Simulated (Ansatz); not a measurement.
Start from Zr3N4 (space group Fd-3m, No. 227; a = 9.083 Å; a cell from a computed database, its experimental status unchecked). Axes: x, y, z lie along the cube axes.

Method: plane-wave PAW DFT at the PBEsol level (Ansatz, a first-principles code, 420 eV), without spin-orbit coupling.

Strains are applied to the cell and any free atomic positions relax; under biaxial strain the out-of-plane vector relaxes too; under stress the whole cell relaxes.

One change was made to it. Results:

```csv
quantity,base,after
energy relative to the base (free energy F),0 meV/atom,+8.4 meV/atom
volume per atom,13.38 Å³,13.25 Å³
```

**Question.** Which change produced these results?
A. isotropic strain −5.86 %
B. biaxial strain +1.09 %, plane normal [111], relaxed out of plane
C. uniaxial stress, 5 GPa compression along x

**Answer.** C, uniaxial stress, 5 GPa compression along x. For comparison, the energy relative to the base in the other runs: isotropic strain −5.86 % gives +0.335 eV/atom; biaxial strain +1.09 %, plane normal [111], relaxed out of plane gives +3.7 meV/atom.

Stability under load was not tested beyond the relaxation.
